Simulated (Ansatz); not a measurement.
# Sn: response to strain

Start from Sn in the diamond structure (space group Fd-3m, No. 227; a = 6.540 Å; relaxed with 0.1 eV smearing). Axes: x, y, z lie along the cube axes.

Strains are applied to the cell and any free atomic positions relax; under biaxial strain the out-of-plane vector relaxes too.

Level of theory: PBEsol, PAW, 420 eV (Ansatz, a quantum-chemistry and plane-wave program; without spin-orbit coupling).

Notes on the quantities. energy relative to the base: free energy F; pressure: mean of the normal stresses, compression positive.

| variant | energy relative to the base | out-of-plane strain | pressure |
|---|---|---|---|
| base | 0 meV/atom | – | 0.0 GPa |
| biaxial strain −2.08 %, plane normal [111], relaxed out of plane | +8.7 meV/atom | +1.30 % | 1.3 GPa |
| biaxial strain −0.83 %, plane normal [111], relaxed out of plane | +1.4 meV/atom | +0.51 % | (withheld) |
| biaxial strain −0.42 %, plane normal [111], relaxed out of plane | +0.3 meV/atom | +0.26 % | (withheld) |
| biaxial strain +0.42 %, plane normal [111], relaxed out of plane | +0.3 meV/atom | -0.24 % | -0.2 GPa |
| biaxial strain +0.83 %, plane normal [111], relaxed out of plane | +1.3 meV/atom | -0.49 % | -0.5 GPa |
| biaxial strain +1.25 %, plane normal [111], relaxed out of plane | +2.8 meV/atom | -0.74 % | -0.7 GPa |
| biaxial strain +1.67 %, plane normal [111], relaxed out of plane | +5.0 meV/atom | (withheld) | -0.9 GPa |
| biaxial strain +2.08 %, plane normal [111], relaxed out of plane | (withheld) | -1.24 % | -1.1 GPa |
| biaxial strain +2.50 %, plane normal [111], relaxed out of plane | +11 meV/atom | -1.49 % | -1.3 GPa |

**Question.** Complete the table.

**Answer.** 
- biaxial strain −0.83 %, plane normal [111], relaxed out of plane, pressure: 0.5 GPa
- biaxial strain −0.42 %, plane normal [111], relaxed out of plane, pressure: 0.3 GPa
- biaxial strain +1.67 %, plane normal [111], relaxed out of plane, out-of-plane strain: -1.00 %
- biaxial strain +2.08 %, plane normal [111], relaxed out of plane, energy relative to the base: +7.7 meV/atom

Stability against distortions was not tested.
